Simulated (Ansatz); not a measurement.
## Convergence study of the k-point mesh for Al3Ni2 (P3m1, 5 atoms in the cell)

```xyz
5
Lattice="4.0062 0.0000 0.0000 -2.0031 3.4695 0.0000 0.0000 0.0000 4.8955" Properties=species:S:1:pos:R:3 pbc="T T T"
Al     0.0000     0.0000     0.0500
Al     0.0000     2.3130     3.1727
Al     2.0031     1.1565     1.7228
Ni     0.0000     2.3130     0.7175
Ni     2.0031     1.1565     4.1780
```

Computed with LDA (PW92), default PAW files made with PBE (plane waves; Ansatz, an electronic-structure program).

Base settings: basis.ecutwfc = 30.9 Ry; kpoints.mp_grid.grid = 10 10 7; hamiltonian.xc = lda; hamiltonian.pseudopotentials = {kind: paw} (the program's default PAW files); scf.occupations.method = fermi_dirac; scf.occupations.width = 0.0073 Ry.

The second cell is the first with its lattice scaled by 0.98.

Only quantities that move along the ladder and can be compared are tabulated.

The count of work is k-points × plane waves × bands × iterations; it is no time. Core times come from one kind of shared machine, to one figure; runs under 30 s give none.

The starting cell comes from a database of computed structures (which also holds hypothetical and non-ambient phases and stackings), without a prior relaxation at this level. Its lattice was rescaled by up to half a per cent. One atom was moved a little off its site on purpose. Spin polarisation is off. In the base run, with a pressure of about -5 GPa the cell is away from its equilibrium volume at this level. Ansatz's pressure includes its estimate of the finite-basis (Pulay) stress.

| kpoints.mp_grid.grid | free energy less the last step's (meV/atom) | energy of the compressed cell less the first (meV/atom) | pressure (GPa) | largest difference of a force vector from the last step's (eV/Å) | count of work / last | core time / last (rough) |
|---|---|---|---|---|---|---|
| 2 2 1 | 162.99 | -20.80 | -8.24 | 0.484 | 0.0010 | – |
| 2 2 2 | 8.13 | -14.39 | -7.05 | 0.310 | 0.0018 | – |
| 3 3 2 | -37.00 | -8.77 | -5.99 | 0.200 | 0.0024 | – |
| 4 4 3 | -0.99 | -5.84 | -5.41 | 0.019 | 0.0036 | – |
| 5 5 3 | -13.40 | -6.26 | -5.50 | 0.038 | 0.0048 | – |
| 5 5 4 | 2.27 | -5.78 | -5.41 | 0.022 | 0.0068 | – |
| 6 6 4 | -1.77 | -5.65 | -5.38 | 0.024 | 0.0096 | – |
| 6 6 5 | 3.62 | -5.65 | -5.38 | 0.022 | 0.011 | – |
| 7 7 5 | 1.70 | -6.03 | -5.45 | 0.021 | 0.015 | – |
| 8 8 6 | 0.78 | -6.07 | -5.46 | 0.006 | 0.023 | – |
| 9 9 7 | -0.59 | -6.01 | -5.45 | 0.004 | 0.027 | – |
| 10 10 7 | -0.69 | -6.03 | -5.45 | 0.004 | 0.036 | – |
| 11 11 8 | -0.61 | -6.01 | -5.45 | 0.006 | 0.044 | – |
| 12 12 9 | -0.02 | -5.98 | -5.44 | 0.001 | 0.065 | – |
| 14 14 10 | 0.31 | -5.95 | -5.44 | 0.002 | 0.083 | – |
| 15 15 11 | 0.10 | -6.00 | -5.45 | 0.001 | 0.12 | – |
| 17 17 12 | -0.04 | -5.99 | -5.44 | 0.001 | 0.14 | – |
| 19 19 13 | -0.06 | -5.99 | -5.44 | 0.001 | 0.18 | 0.2 |
| 21 21 15 | 0.03 | -5.98 | -5.44 | 0.001 | 0.26 | 0.3 |
| 23 23 16 | 0.01 | -5.99 | -5.44 | 0.001 | 0.32 | 0.4 |
| 25 25 18 | 0.00 | -5.99 | -5.44 | 0.000 | 0.42 | 0.5 |
| 28 28 20 | 0.01 | -5.99 | -5.44 | 0.000 | 0.58 | 0.7 |
| 31 31 22 | 0.00 | -5.99 | -5.44 | 0.000 | 1.0 | 1 |

Coarsest kpoints.mp_grid.grid that holds the free energy within 5 meV/atom of the last step, with all finer ones: 5 5 4, at 0.0068 of the last step's count of work; the step before is off by 13 meV/atom.

Coarsest kpoints.mp_grid.grid that holds the energy of the compressed cell less the first within 1 meV/atom of the last step, with all finer ones: 4 4 3, at 0.0036 of the last step's count of work; the step before is off by 2.8 meV/atom.

Coarsest kpoints.mp_grid.grid that holds the pressure within 1 GPa of the last step, with all finer ones: 3 3 2, at 0.0024 of the last step's count of work; the step before is off by 1.6 GPa.

The energy difference between the two cells stays within 1 meV/atom of the last step's from 4 4 3 on, the total only from 8 8 6 on: much of the error is common to both cells and cancels.

Keys are those of Ansatz 0.2.
